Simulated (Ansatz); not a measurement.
## What pressure 3 GPa does to hypothetical diamond Y

Start from Y in the diamond structure (space group Fd-3m, No. 227; a = 6.824 Å; a hypothetical phase, not in the database extracts checked).

One thing is altered: cell and atoms relaxed at a pressure of 3 GPa.

Computed with PBEsol (Ansatz, a first-principles code, PAW, spin-orbit coupling left out). Settings: 12×12×12 k-points, 0.05 eV Fermi–Dirac smearing.

The density rises by 1.03 g/cm³, from 3.72 g/cm³ to 4.75 g/cm³ and the lattice parameter a shrinks by 0.536 Å (6.824 Å → 6.288 Å). The shortest interatomic distance drops by 0.232 Å (2.955 Å → 2.723 Å) and the enthalpy H = E + PV relative to the base's energy amounts to +0.66 eV/atom. The band gap remains zero.

Load acts through the strain it causes; cell and atoms are relaxed under it. Whether these cells are dynamically stable was not tested. The final runs are not spin-polarised. Y has a high density of states at the Fermi level and may be magnetic at this level.
